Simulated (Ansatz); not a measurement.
# Ta: 4 layers

The reference is Ta in the bcc (W type) structure (space group Im-3m, No. 229; a = 3.3051 Å). Axes: x, y, z lie along the cube axes.

Modification: a free-standing slab of 4 layers (4 atoms, 1 a layer) is cut normal to [110], with 15 Å of vacuum and the in-plane cell held at bulk.

Calculations: r2SCAN in Ansatz (plane waves to 500 eV, PAW, no spin-orbit coupling), earlier PAW set. Γ-centred 17×17×1 mesh, Fermi–Dirac width 0.05 eV, for the changed cell.

```json
[
 {"quantity": "layer's space group (with vacuum)", "base": "–", "changed": "Cmme (No. 67)", "shift": "–"},
 {"quantity": "shortest interatomic distance", "base": "2.862 Å", "changed": "2.775 Å", "shift": "-0.087 Å"},
 {"quantity": "band gap", "base": "zero", "changed": "zero", "shift": "–"},
 {"quantity": "excess energy per area of both faces (slab less bulk energy over the cell's area: twice a surface energy) (uncertain by up to 0.08 J/m²)", "base": "–", "changed": "5.1 J/m²", "shift": "–"},
 {"quantity": "thickness between the outermost nuclei", "base": "–", "changed": "6.79 Å", "shift": "–"},
 {"quantity": "change of the spacing d12 from its bulk value of 2.337 Å", "base": "–", "changed": "-4.6 %", "shift": "–"},
 {"quantity": "change of the spacing d23 from its bulk value of 2.337 Å", "base": "–", "changed": "-0.1 %", "shift": "–"}
]
```

Cost of the whole job for the changed cell (relaxation, final SCF and bands): roughly 4 core-minutes.

The excess energy carries the mismatch between the slab's and the bulk's meshes. Whether these cells are dynamically stable was not tested. All final runs are without spin polarisation.

Ansatz is a program for electronic structure.
